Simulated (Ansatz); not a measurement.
## What Li vacancy, symmetric start does to LiBr

Start from a 16-atom supercell of LiBr in the rock salt structure (space group Fm-3m, No. 225; a = 5.5111 Å) at its relaxed geometry.

The change: a neutral Li vacancy, symmetric start, atoms relaxed at fixed cell.

Computed with PBE (Ansatz, a quantum-chemistry and plane-wave program), no SOC. Γ-centred 4×4×4 mesh, Fermi–Dirac width 0.01 eV.

```csv
quantity,base,changed,shift
energy gained by relaxation,–,0.01 eV,–
largest displacement of a host atom from its site in the perfect cell,–,0.04 Å,–
```

Final structure:

```
CELL_PARAMETERS angstrom
      0.00000     5.51108     5.51108
      5.51108     0.00000     5.51108
      5.51108     5.51108     0.00000
ATOMIC_POSITIONS crystal
  Br 0.00000 0.00000 0.00000
  Br 0.99646 0.99646 0.50354
  Br 0.99646 0.50354 0.99646
  Br 0.99646 0.50354 0.50354
  Br 0.50354 0.99646 0.99646
  Br 0.50354 0.99646 0.50354
  Br 0.50354 0.50354 0.99646
  Br 0.50000 0.50000 0.50000
  Li 0.25000 0.25000 0.75000
  Li 0.25000 0.75000 0.25000
  Li 0.25000 0.75000 0.75000
  Li 0.75000 0.25000 0.25000
  Li 0.75000 0.25000 0.75000
  Li 0.75000 0.75000 0.25000
  Li 0.75000 0.75000 0.75000
```

The magnetic state is the one reached from the starting moments; the real material's order can differ, and small cells can't hold many antiferromagnetic ones. In so small a cell the defect repeats every few ångströms: this is an ordered compound, not a dilute defect. A case with no gap was solved on a k-mesh chosen for an insulator, which is coarse for it. The defect started on the symmetric site and kept its symmetry, so it may sit on a saddle. The defect cell is spin-polarised and ends with 1.0 μB.
